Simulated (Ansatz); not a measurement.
```
CELL_PARAMETERS angstrom
      3.55113     0.00000     0.00000
      0.00000     3.55113     0.00000
      0.00000     0.00000     5.08893
ATOMIC_POSITIONS crystal
  Zr 0.00000 0.00000 0.00000
  Zr 0.50000 0.50000 0.50000
  O  0.00000 0.50000 0.21071
  O  0.00000 0.50000 0.71071
  O  0.50000 0.00000 0.28929
  O  0.50000 0.00000 0.78929
```

No spin polarisation.

The values are results of Kohn–Sham DFT with the PBE functional, run in Ansatz (a program for electronic structure) with PAW and 420 eV plane waves, scalar-relativistic without spin-orbit coupling, not measurements. Γ-centred 9×9×6 mesh, Fermi–Dirac width 0.05 eV.

Problem. What is the computed electron mass?

Solution. 2.1 mₑ along c, 0.57 mₑ across (at Γ).

Problem. What gap character does the calculation give?

Solution. Indirect, A → Γ.

Load acts through the strain it causes; cell and atoms are relaxed under it. Effective masses come from finite differences of ±0.01 Å⁻¹. Stability against distortions was not tested. Competing high-pressure phases were not computed. The cell was made from ZrO2 (space group P4_2/nmc, No. 137) by this change: pressure 15 GPa. This is not the structure that ZrO2 has at room temperature and ambient pressure.
